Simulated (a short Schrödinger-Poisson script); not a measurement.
## Symmetric double-gate stack, Si3N4 on p-type Si(100)

Stack: symmetric double-gate stack, Si3N4 on p-type Si(100), at 77 K.

```tsv
layer	material	thickness (nm)	Na (cm⁻³)
1	Si3N4	3.1	-
2	Si	20	3e15
3	Si3N4	3.1	-
```

The device is made up for the run: typed textbook-type constants, with dimensions and the other settings drawn at random. Si3N4: permittivity 7.5, conduction-band edge (eV) 1.95, gap (eV) 5.1, electron mass (mₑ) 0.5. Si: permittivity 11.7, conduction-band edge (eV) 0, gap (eV) 1.124, Nv at 300 K (cm⁻³) 3.1e19.

Channel valleys (confinement mass, in-plane density-of-states mass, number): Δ2 0.916, 0.19, 2; Δ4 0.19, 0.417, 4. At the gates, both at one voltage, the conduction-band edge of layer 1 lies 2 eV − eVg above the Fermi level of the channel. Gaps are held at their typed values at every temperature. Mesh 0.03 nm at interfaces.

From a short Schrödinger-Poisson script (our own, NumPy): 1D Poisson equation in equilibrium, electrons quantum, Hartree (BenDaniel-Duke, 12 states a valley, the channel's in-plane mass for all, wave functions free to enter the dielectric), parabolic valleys, classical holes, full ionisation, no traps, pinning or gate leakage.

```tsv
Vg (V)	electrons (cm⁻²)	C (μF/cm²)	Δ2 E0 (meV)	Δ2 E1 (meV)	Δ4 E0 (meV)	Δ4 E1 (meV)
-0.05	1.22e6	< 0.003	101.4	104.4	104.9	118.3
0.05	2.57e11	1.69	20.3	21.6	24.1	35.6
0.15	1.72e12	2.76	3.8	3.8	14.8	21.5
0.25	3.55e12	3.07	-4.8	-4.8	12.3	17.1
0.35	5.52e12	3.21	-11.4	-11.4	10.7	14.4
0.45	7.56e12	3.30	-17.2	-17.2	9.2	12.2
0.55	9.64e12	3.36	-22.6	-22.6	7.8	10.2
0.65	1.18e13	3.41	-27.8	-27.8	6.5	8.3
0.75	1.39e13	3.45	-32.8	-32.8	5.1	6.6
```

Gate voltages with under 1e6 electrons/cm² are left out.

Subbands count from the Fermi level. The capacitance is that of both gates.
